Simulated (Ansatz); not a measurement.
An Ansatz (an electronic-structure program) run: VBiO4 with a change (uniaxial strain ε_xx = +0.34 %); r2SCAN in Ansatz (plane waves to 500 eV, PAW, scalar-relativistic without spin-orbit coupling), earlier PAW set.

Input:

Ansatz 0.2 input:
```yaml
crystal:
  lattice:
    - [-2.5692301886, 2.5605244056, 5.8115429949]
    - [2.5692301886, -2.5605244056, 5.8115429949]
    - [2.5692301886, 2.5605244056, -5.8115429949]
  atoms:
    - { symbol: Bi, position: [0.75, 0.25, 0.5] }
    - { symbol: Bi, position: [0, 0, 0] }
    - { symbol: V, position: [0.25, 0.75, 0.5] }
    - { symbol: V, position: [0.5, 0.5, 0] }
    - { symbol: O, position: [0.0798450732, 0.9677388253, 0.3901526356] }
    - { symbol: O, position: [0.5775861898, 0.6896924377, 0.6098473644] }
    - { symbol: O, position: [0.7177388253, 0.8275861898, 0.3878937521] }
    - { symbol: O, position: [0.4396924377, 0.3298450732, 0.6121062479] }
    - { symbol: O, position: [0.6701549268, 0.2822611747, 0.1098473644] }
    - { symbol: O, position: [0.1724138102, 0.5603075623, 0.8901526356] }
    - { symbol: O, position: [0.0322611747, 0.4224138102, 0.1121062479] }
    - { symbol: O, position: [0.3103075623, 0.9201549268, 0.8878937521] }
basis: { ecutwfc: 500, ecutrho_ratio: 4, xc_grid: 4, fft_grid_basis: typed }
kpoints: { mp_grid: { grid: [7, 7, 7] } }
hamiltonian:
  xc: r2scan
  dispersion: none
  pseudopotentials: { azcp: { folder: ./paw }, kind: paw }
scf: { occupations: { method: fermi_dirac, width: 0.05 }, convergence: { dr2_threshold: 0.0000000012 } }
relax: { f_tol: 0.005, max_steps: 50 }
output: { forces: true, stress: true }
checkpoint: { write: state.ck, write_every: 1000 }
```

Output (explanatory and most iteration lines left out):

```
Relaxation: its limit of steps is 50 (relax.max_steps)
Pseudopotential: Bi, paw, valence charge 15
Pseudopotential: V, paw, valence charge 13
Pseudopotential: O, paw, valence charge 6
Crystal: 12 atoms, lattice volume = 152.927 Å³
Basis set: ecut = 500 eV, 3901 PW (Γ), exchange–correlation on 200×200×200 points (64 copies of the dense FFT grid, shifted against one another)
Bands: 64, of which v1, the nominal top of the filled ones, is band 52 counted from 1 (51 counted from 0)
Symmetry: 4 space group operations
Space group: C2/c (ITA 15), of the structure as read, at distance tolerance 5.3e-5 Å
k-points: 100 of 343
Functional: x = r2scan, c = r2scan; τ floored in thin density (d = 2e-4 eV/Å³)
SCF iter   1: F=—  HF=-35215.300309 eV  |F-HF|=—  |Δ(HF+E_count)|=         —  Δρ=6.76e-2  dr2=1.09e1  dr2_τ=9.40e-1  ethr=3.10e-3  ⟨swp⟩=6.0  Hψ=22683  notcnv=0
SCF iter   2: F=—  HF=-35214.007288 eV  |F-HF|=—  |Δ(HF+E_count)|=    1.29e0  Δρ=4.42e-2  dr2=2.75e0  dr2_τ=1.33e-1  ethr=3.10e-3  ⟨swp⟩=3.4  Hψ=12432  notcnv=0  defer=258
SCF 1 converged in 12 iterations: F = -35214.047743 eV  dr2 = 2.36e-10
relax step   1: F+E_penalty+E_count = -35214.04774326 eV  Δ(F+E_penalty+E_count) = +0.000e0 eV  max|allowed force component| = 5.925e-2 eV/Å  Δτ_max = 0.0000 Å  (12 SCF iters, accepted)
Crystal: 12 atoms, lattice volume = 152.927 Å³
SCF iter   1: F=—  HF=-35214.047987 eV  |F-HF|=—  |Δ(HF+E_count)|=         —  Δρ=2.31e-4  dr2=9.62e-5  dr2_τ=5.79e-4  ethr=8.64e-8  ⟨swp⟩=2.2  Hψ=17015  notcnv=0  defer=418
SCF iter   2: F=—  HF=-35214.048088 eV  |F-HF|=—  |Δ(HF+E_count)|=   1.01e-4  Δρ=1.77e-4  dr2=4.24e-5  dr2_τ=3.63e-6  ethr=8.64e-8  ⟨swp⟩=2.0  Hψ=10390  notcnv=0  defer=418
SCF 2 converged in 7 iterations: F = -35214.048068 eV  dr2 = 9.31e-10
relax step   2: F+E_penalty+E_count = -35214.04806808 eV  Δ(F+E_penalty+E_count) = -3.248e-4 eV  max|allowed force component| = 1.785e-2 eV/Å  Δτ_max = 0.0015 Å  (7 SCF iters, accepted)
Crystal: 12 atoms, lattice volume = 152.927 Å³
SCF iter   1: F=—  HF=-35214.048027 eV  |F-HF|=—  |Δ(HF+E_count)|=         —  Δρ=2.13e-4  dr2=6.06e-5  dr2_τ=6.14e-4  ethr=1.04e-6  ⟨swp⟩=2.1  Hψ=11584  notcnv=0  defer=601
SCF iter   2: F=—  HF=-35214.048138 eV  |F-HF|=—  |Δ(HF+E_count)|=   1.11e-4  Δρ=1.55e-4  dr2=3.05e-5  dr2_τ=2.73e-6  ethr=5.83e-8  ⟨swp⟩=2.0  Hψ=12600  notcnv=0  defer=599
SCF 3 converged in 7 iterations: F = -35214.048129 eV  dr2 = 1.08e-9
relax step   3: F+E_penalty+E_count = -35214.04812931 eV  Δ(F+E_penalty+E_count) = -6.123e-5 eV  max|allowed force component| = 9.959e-3 eV/Å  Δτ_max = 0.0017 Å  (7 SCF iters, accepted)
Crystal: 12 atoms, lattice volume = 152.927 Å³
SCF iter   1: F=—  HF=-35214.048139 eV  |F-HF|=—  |Δ(HF+E_count)|=         —  Δρ=7.60e-5  dr2=5.92e-6  dr2_τ=8.81e-5  ethr=7.84e-8  ⟨swp⟩=2.0  Hψ=11603  notcnv=0  defer=555
SCF iter   2: F=—  HF=-35214.048141 eV  |F-HF|=—  |Δ(HF+E_count)|=   2.74e-6  Δρ=4.09e-5  dr2=1.41e-6  dr2_τ=2.43e-7  ethr=5.69e-9  ⟨swp⟩=2.0  Hψ=12600  notcnv=0  defer=555
SCF 4 converged in 7 iterations: F = -35214.048142 eV  dr2 = 2.16e-10
relax step   4: F+E_penalty+E_count = -35214.04814154 eV  Δ(F+E_penalty+E_count) = -1.223e-5 eV  max|allowed force component| = 5.405e-3 eV/Å  Δτ_max = 0.0006 Å  (7 SCF iters, accepted)
Crystal: 12 atoms, lattice volume = 152.927 Å³
SCF iter   1: F=—  HF=-35214.048060 eV  |F-HF|=—  |Δ(HF+E_count)|=         —  Δρ=2.16e-4  dr2=5.53e-5  dr2_τ=4.50e-4  ethr=3.17e-7  ⟨swp⟩=2.0  Hψ=11601  notcnv=0  defer=457
SCF iter   2: F=—  HF=-35214.048183 eV  |F-HF|=—  |Δ(HF+E_count)|=   1.24e-4  Δρ=1.11e-4  dr2=1.11e-5  dr2_τ=2.28e-6  ethr=5.31e-8  ⟨swp⟩=2.0  Hψ=10769  notcnv=0  defer=454
SCF 5 converged in 7 iterations: F = -35214.048170 eV  dr2 = 7.37e-10
relax step   5: F+E_penalty+E_count = -35214.04816953 eV  Δ(F+E_penalty+E_count) = -2.800e-5 eV  max|allowed force component| = 5.583e-3 eV/Å  Δτ_max = 0.0012 Å  (7 SCF iters, accepted)
[...]
Internal energy: -35214.048199 eV  (E = F + TS)
E sigma→0 (E₀):  -35214.048199 eV
Fermi energy:    9.701667 eV
--- Forces (eV/Å), atoms counted from 1 ---
  atom   1  Bi     0.00000000     0.00000000     0.00286660
  atom   2  Bi     0.00000000     0.00000000    -0.00286660
  atom   3  V      0.00000000     0.00000000    -0.00161709
  atom   4  V      0.00000000     0.00000000     0.00161709
  atom   5  O     -0.00027205    -0.00246038    -0.00044587
  atom   6  O      0.00027205     0.00246038    -0.00044587
  atom   7  O     -0.00482003    -0.00037745    -0.00117930
  atom   8  O      0.00482003     0.00037745    -0.00117930
  atom   9  O      0.00027205     0.00246038     0.00044587
  atom  10  O     -0.00027205    -0.00246038     0.00044587
  atom  11  O      0.00482003     0.00037745     0.00117930
  atom  12  O     -0.00482003    -0.00037745     0.00117930
--- Stress (GPa, compression-positive) ---
       -0.722225       0.069870       0.000000
        0.069839      -0.413698       0.000000
        0.000000       0.000000      -0.338229
  P = ⅓ Tr σ = -0.4914 GPa (-4.914 kbar)
--- Relaxed structure (6 steps of the walk, 6 accepted, 0 SCFs on fresh bases) ---
  atoms:
    - { symbol: Bi, position: [0.7502205208756996, 0.25022052087569957, 0.5] }
    - { symbol: Bi, position: [-0.00022052087569952657, -0.00022052087569952657, -1.874558726047227e-21] }
    - { symbol: V, position: [0.2500197117629436, 0.7500197117629435, 0.49999999999999994] }
    - { symbol: V, position: [0.4999802882370565, 0.4999802882370565, -1.874558726047227e-21] }
    - { symbol: O, position: [0.07977571852148405, 0.9676489685382631, 0.3898841622912933] }
    - { symbol: O, position: [0.5777648062469697, 0.6898915562301906, 0.6101158377087067] }
    - { symbol: O, position: [0.7173272461333325, 0.8269996858320148, 0.3872158694604636] }
    - { symbol: O, position: [0.4397838163715514, 0.33011137667286905, 0.6127841305395365] }
    - { symbol: O, position: [0.670224281478516, 0.2823510314617369, 0.11011583770870664] }
    - { symbol: O, position: [0.1722351937530303, 0.5601084437698093, 0.8898841622912934] }
    - { symbol: O, position: [0.03267275386666743, 0.4230003141679851, 0.11278413053953645] }
    - { symbol: O, position: [0.3102161836284487, 0.9198886233271312, 0.8872158694604636] }
```

Spin-orbit coupling, missing from the scalar runs, can matter with Bi. Whether these cells are dynamically stable was not tested. All final runs are without spin polarisation. The cell was made from VBiO4 (space group I4_1/a, No. 88) by this change: uniaxial strain ε_xx = +0.34 %.
